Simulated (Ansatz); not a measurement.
TiO₂ (P4₂/mnm, No. 136, 12 atoms in the cell; start mp-1041565), treated with HSE06 in Ansatz (plane waves, PAW).

Settings: plane-wave cutoff 460 eV, 6×6×6 k mesh, Fermi–Dirac smearing 0.01 eV, no spin polarisation, scalar-relativistic PAW data made under PBE.

Cell (relaxed with PBEsol):

```xyz
12
Lattice="-2.9390 3.2465 3.2465 2.9390 -3.2465 3.2465 2.9390 3.2465 -3.2465" Properties=species:S:1:pos:R:3 pbc="T T T"
Ti     2.9390     1.6232     1.6234
Ti     0.0000     1.6232     1.6230
Ti     1.4695     1.6232    -1.6232
Ti     1.4695    -1.6232     1.6232
O      1.4696     1.6232     0.3534
O      1.4694     1.6232     2.8930
O      1.4694    -1.6232     3.5999
O      1.4696     4.8697    -0.3534
O      2.9390     2.8930    -1.6233
O      0.0000     0.3534     4.8698
O      0.0000     3.5999     1.6231
O      2.9390    -0.3534     1.6233
```

Problem. What does this level give for the band gap?

Solution. 
- band gap = 3.40 eV (on the SCF k mesh) (direct)

Note: cell and atoms aren't relaxed at this level (largest force component 0.13 eV/Å, pressure -0.8 GPa).

A start named mp-… is a Materials Project structure, which need not be a measured phase.

Ansatz is a quantum-chemistry and plane-wave program.
